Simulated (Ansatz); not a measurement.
The reference is AlAs in the zinc blende structure (space group F-43m, No. 216; a = 5.674 Å). Axes: x, y, z lie along the cube axes.

Levels (all Ansatz, an electronic-structure program, PAW, earlier PAW set): PBEsol (420 eV, no spin-orbit coupling); HSE06+SOC (420 eV, with spin-orbit coupling).

Its gap is 1.34 eV with PBEsol and 1.99 eV with HSE06+SOC.

Now apply this change: the cell is compressed by 2.15 % along x with no lateral relaxation, atoms relaxed at fixed cell.

With PBEsol the gap becomes 1.17 eV.

**Question.** If the HSE06+SOC correction stayed the same, what would the HSE06+SOC gap be, and what does the HSE06+SOC run give?

**Answer.** A rigid correction of +0.65 eV gives 1.82 eV. The HSE06+SOC run gives 1.83 eV, so the two effects roughly add.

Single points use the geometry relaxed with PBEsol. HSE06 gaps are upper bounds (no full band path). The spin-orbit shifts are approximate. The cells carry an imposed strain or load. Stability against distortions was not tested.
